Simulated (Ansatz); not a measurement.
For YGe (Cmcm), PBEsol, DFPT electron-phonon coupling, linearised Boltzmann equation (Ansatz, an electronic-structure program) gives a transport coupling λ_tr = 0.283 and a Drude plasma energy ħω_p = 2.93 eV along y (a = (2.12, -5.31, 0.00) Å; b = (2.12, 5.31, 0.00) Å; c = (0.00, 0.00, 3.91) Å).

Problem. Estimate the resistivity at 300 K from the high-temperature formula ρ = 2π λ_tr k_B T / (ħ ε₀ ω_p²), and say how the full Boltzmann solution compares.

Solution. The scattering rate is 1/τ = 2π λ_tr k_B T/ħ = 6.98e13 s⁻¹ and ω_p = 4.45e15 s⁻¹, so ρ ≈ 39.8 μΩ·cm. The Boltzmann solution gives 37.8 μΩ·cm, 0.95 times the estimate.

A metal at this level (no band gap). Only scattering by harmonic phonons is included (no impurities, grain boundaries, electron-electron scattering or thermal expansion). Spin-orbit coupling is left out. Halving the electron mesh (20x20x24) moves the resistivity by up to 5 % at 300 K, the coupling by up to 1 %. Smearing 0.20 eV; phonons on a 4x4x4 q mesh, which this run doesn't test.

Computed structure with no diffraction record at hand here (it may be known, metastable or hypothetical): YGe (Cmcm).
